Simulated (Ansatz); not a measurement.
Hf, response to strain

Consider Hf in the hcp (Mg type) structure (space group P6_3/mmc, No. 194; a = 3.198 Å, c = 5.049 Å; relaxed with 0.1 eV smearing). Axes: x lies along a and z along c of the hexagonal cell.

Strains are applied to the cell and any free atomic positions relax.

All numbers come from r2SCAN (Ansatz, an electronic-structure program, PAW, no SOC), earlier PAW set.

Notes on the quantities. energy relative to the base: free energy F.

```csv
case,energy relative to the base,volume per atom
base,0 meV/atom,22.36 Å³
isotropic strain −1.32 %,+12 meV/atom,21.49 Å³
isotropic strain +3.51 %,+79 meV/atom,24.80 Å³
uniaxial strain ε_xx = +0.91 %,+1.1 meV/atom,22.57 Å³
uniaxial strain ε_zz = +3.59 %,+17 meV/atom,23.16 Å³
tensor shear ε_xy = −1.96 %,+6.0 meV/atom,22.35 Å³
```

No phonon test of stability was made. All final runs are without spin polarisation.
